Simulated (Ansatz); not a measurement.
A short convergence ladder for SnSe₂ (P3m1, 3 atoms in the cell)

```
CELL_PARAMETERS angstrom
      1.89928    -3.28966     0.00000
      1.89928     3.28966     0.00000
      0.00000     0.00000     6.12158
ATOMIC_POSITIONS crystal
  Sn 0.00000 0.00000 0.00817
  Se 0.33333 0.66667 0.25000
  Se 0.66667 0.33333 0.75000
```

Base method: LDA (PW92), default PAW files made with PBE (plane waves; Ansatz, a first-principles code).

Base settings: basis.ecutwfc = 420 eV; kpoints.mp_grid.grid = 8 8 4; hamiltonian.xc = lda; hamiltonian.pseudopotentials = {kind: paw} (the program's default PAW files); scf.occupations.method = fermi_dirac; scf.occupations.width = 0.05 eV.

**The width of Fermi-Dirac smearing**

The mesh stays at the base's, so the ladder's end is converged at best in this setting alone.

Only quantities that move along the ladder and can be compared are tabulated.

```tsv
scf.occupations.width	free energy less the last step's (meV/atom)	pressure (GPa)	largest difference of a force vector from the last step's (eV/Å)
1 eV	-610.78	7.66	0.937
0.5 eV	-110.67	3.18	0.371
0.2 eV	-6.03	1.44	0.057
0.1 eV	-0.31	1.28	0.006
0.02 eV	0.00	1.27	0.000
```

Widest scf.occupations.width that holds the forces within 0.02 eV/Å of the last step, with all finer ones: 0.1 eV; the step before is off by 0.057 eV/Å.

Widest scf.occupations.width that holds the free energy within 1 meV/atom of the last step, with all finer ones: 0.1 eV; the step before is off by 6.0 meV/atom.

Widest scf.occupations.width that holds the pressure within 0.2 GPa of the last step, with all finer ones: 0.2 eV; the step before is off by 1.9 GPa.

On the base run: the starting cell has typed, rounded lattice constants, without a prior relaxation at this level. Its lattice was rescaled by up to half a per cent. One atom was moved a little off its site on purpose. Ansatz's pressure includes its estimate of the finite-basis (Pulay) stress.

Keys are those of Ansatz 0.2.
